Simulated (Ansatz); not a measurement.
BiAu2, response to strain

Take BiAu2 in the cubic Laves (MgCu2 type) structure (space group Fd-3m, No. 227; a = 7.945 Å) as the base. Axes: x, y, z lie along the cube axes.

Strains are applied to the cell and any free atomic positions relax; under biaxial strain the out-of-plane vector relaxes too.

Levels (all Ansatz, a quantum-chemistry and plane-wave program, PAW, earlier PAW set): PBEsol (420 eV, spin-orbit coupling left out); PBEsol+SOC (420 eV, with spin-orbit coupling).

Pressures by level, all at the geometries relaxed with PBEsol:

```json
[
 {"case": "base", "PBEsol": "0.0 GPa", "PBEsol+SOC": "-0.2 GPa"},
 {"case": "biaxial strain +0.77 %, plane normal [111], relaxed out of plane", "PBEsol": "-0.7 GPa", "PBEsol+SOC": "-0.9 GPa"},
 {"case": "biaxial strain +1.70 %, plane normal [111], relaxed out of plane", "PBEsol": "-1.5 GPa", "PBEsol+SOC": "-1.6 GPa"}
]
```

Single points use the geometry relaxed with PBEsol. Differences between runs with and without spin-orbit coupling are approximate. Without a gap, meshes like the base's 10×10×10 leave anisotropic stresses uncertain by several tenths of a GPa, and small strain energies with them. Whether these cells are dynamically stable was not tested.
